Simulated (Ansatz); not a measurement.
AlIr (model structure, Fm-3m, No. 225, 2 atoms in the cell), treated with PBEsol in Ansatz (plane waves, PAW).

Run with plane-wave cutoff 520 eV, 20×20×20 k mesh, Fermi–Dirac smearing 0.05 eV, no spin polarisation, scalar-relativistic PAW data made under PBE.

Cell (relaxed at this level):

```xyz
2
Lattice="0.0000 2.4997 2.4997 2.4997 0.0000 2.4997 2.4997 2.4997 0.0000" Properties=species:S:1:pos:R:3 pbc="T T T"
Ir     0.0000     0.0000     0.0000
Al     2.4997     2.4997     2.4997
```

**Question.** Estimate the bulk modulus B0 that the calculation returns.

**Answer.** 
- bulk modulus B0: 168 GPa

Note: the run has no spin polarisation, so it can have missed a magnetic state; the bulk modulus is −V dP/dV from two relaxed cells at ±2 % in volume; the relaxation could raise the start's symmetry but not lower it, so the cell can be a saddle point.

Spin–orbit coupling is not included.

The result took about 22 core-seconds (a rough figure).

A model structure was made by putting elements into a prototype or built by hand; it is no filed structure, need not be a known phase, and can be a saddle point held by its symmetry.

Ansatz is an electronic-structure program.
